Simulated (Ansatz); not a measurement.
**AlAs, pressure series**

Consider AlAs in the wurtzite structure (space group P6_3mc, No. 186; a = 4.003 Å, c = 6.581 Å; a model cell, its experimental status unchecked).

Cell and atoms are relaxed at each pressure.

Calculations: Kohn–Sham DFT with the PBEsol functional, run in Ansatz (a quantum-chemistry and plane-wave program) with PAW and 420 eV plane waves, no spin-orbit coupling.

| pressure (GPa) | volume per atom (Å³/atom) |
|---|---|
| -2 | 23.518 |
| -1 | 23.163 |
| 0 | 22.836 |
| 4.2 | 21.678 |
| 9 | ? |
| 18 | 19.197 |
| 30 | 17.810 |
| 45 | 16.546 |
| 60 | 15.576 |

Question: Fit the third-order Birch–Murnaghan form P(V) = (3B₀/2)[(V₀/V)^(7/3) − (V₀/V)^(5/3)]·[1 + (3/4)(B₀′ − 4)((V₀/V)^(2/3) − 1)] (squares taken in P) to the rows shown and predict the withheld row.

Answer: Least squares on the printed values gives V₀ = 22.837 Å³/atom, B₀ = 73.9 GPa, B₀′ = 3.9; this predicts 20.664 Å³/atom, and the run gives 20.647 Å³/atom, 0.017 lower.

Load acts through the strain it causes; cell and atoms are relaxed under it. Whether these cells are dynamically stable was not tested. Competing high-pressure phases were not computed. This is not the structure that AlAs has at room temperature and ambient pressure.
